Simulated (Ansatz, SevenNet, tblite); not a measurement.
# 1T (CdI2-type) MgI2: properties by level of theory

Reference values: lattice constant a 4.14 Å (measured, temperature not stated, copied from a table, unchecked, no zero-point or thermal correction; as tabulated in Crystal Structures 1, 239 (1963)); lattice parameter c 6.88 Å (measured, temperature not stated, copied from a table, unchecked, not corrected to a static lattice; as tabulated in Crystal Structures 1, 239 (1963)).

```json
[
 {"level (code)": "GFN2-xTB (tblite)", "equilibrium lattice constant a (Å)": "4.429", "lattice parameter c (Å)": "6.781"},
 {"level (code)": "SevenNet-l3i5 (SevenNet)", "equilibrium lattice constant a (Å)": "4.210", "lattice parameter c (Å)": "7.625"},
 {"level (code)": "PBEsol+SOC (Ansatz)", "equilibrium lattice constant a (Å)": "4.132", "lattice parameter c (Å)": "7.024"},
 {"level (code)": "PBE-D3(BJ) (Ansatz)", "equilibrium lattice constant a (Å)": "(withheld)", "lattice parameter c (Å)": "(withheld)"},
 {"level (code)": "PBE-D4 (Ansatz)", "equilibrium lattice constant a (Å)": "4.132", "lattice parameter c (Å)": "6.841"},
 {"level (code)": "PBE0 (Ansatz)", "equilibrium lattice constant a (Å)": "4.176", "lattice parameter c (Å)": "(withheld)"}
]
```

Fill in the missing entries.


- PBE-D3(BJ) (Ansatz, a quantum-chemistry and plane-wave program), equilibrium lattice constant a (Å): 4.124
- PBE-D3(BJ) (Ansatz), lattice parameter c (Å): 6.830
- PBE0 (Ansatz), lattice parameter c (Å): 7.670

Differences from the reference values (errors of the level alone only where the reference is corrected to a static lattice):

```tsv
level	lattice constant a (%)	lattice parameter c (%)
GFN2-xTB	+6.98	-1.44
SevenNet-l3i5	+1.69	+10.8
PBEsol+SOC	-0.19	+2.09
PBE-D3(BJ)	-0.39	-0.73
PBE-D4	-0.19	-0.57
PBE0	+0.87	+11.5
```

Nearest: lattice constant a, not ranked (reference at room or unstated temperature); lattice parameter c, not ranked (reference at room or unstated temperature).

Machine-learned potentials (SevenNet-l3i5) are trained on DFT data, which may include these solids.

Caveats: the cell comes from a level without a dispersion term, which matters for the spacing of layers, chains or molecules (PBEsol+SOC, PBE0); the method was fitted mainly to molecules (GFN2-xTB); the run uses a supercell at the zone centre in place of a k mesh (GFN2-xTB). Ansatz's density-functional and Hartree–Fock values are scalar-relativistic unless marked +SOC, with PAW data made under PBE.

Differences are worked out from the printed values.
